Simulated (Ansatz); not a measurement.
## WC (P-6m2): band-structure transport figures

Consider the following.

```
WC
1.0
    2.89381     0.00000     0.00000
   -1.44691     2.50611     0.00000
    0.00000     0.00000     2.82451
W C
1 1
Cartesian
  0.00000   0.00000   0.00000
  1.44691   0.83537   1.41225
```

All values below come from PBEsol, rigid bands (plane waves, PAW, scalar-relativistic; Ansatz, a first-principles code). Condition of this run: hydrostatic pressure 2 GPa (the target of the relaxation). Cell: cell and atoms relaxed with PBEsol, then loaded as said.

- density of states at the Fermi level: 0.298 states/(eV·cell), both spins
- bare Sommerfeld coefficient: 0.35 mJ/(mol of atoms·K²)
- Drude plasma energy: 3.4 (x), 3.4 (y), 3.3 (z) eV
- root-mean-square Fermi velocity: 5.4e5 m/s
- resistivity times τ: 43 (x), 43 (y), 46 (z) ×10⁻²² Ω·m·s

A metal at this level (no band gap); rigid bands, thermally averaged at 300 K, both spins. Spin-orbit coupling is left out, which matters with elements this heavy. τ is one relaxation time for all states.
